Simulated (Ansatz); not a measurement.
Consider MoSi$_{2}$ (space group I4/mmm, No. 139; a = 3.174 Å, c = 7.779 Å; relaxed with 0.1 eV smearing). Axes: x, y, z lie along a, b, c of the conventional cell.

Calculations: Ansatz (an electronic-structure program) LDA, scalar-relativistic without spin-orbit coupling.

Before the change:

* **Volume per atom**: 13.06 Å³
* **Pressure**: 0.0 GPa

Perturbation: biaxial strain −0.50 %, plane normal [001], relaxed out of plane (Cartesian); in-plane vectors clamped, the third vector and the atoms free.

Task: Predict the new volume per atom.

Result: The volume per atom decreases by 0.106 Å³ (13.06 Å³ → 12.96 Å³).

Task: Predict the new pressure.

Result: The pressure (mean of the normal stresses, compression positive) goes from zero to 1.7 GPa.

Task: Estimate the effect on the energy relative to the base.

Result: The energy increases by 1.1 meV/atom.

Stability against distortions was not tested. All final runs are without spin polarisation.
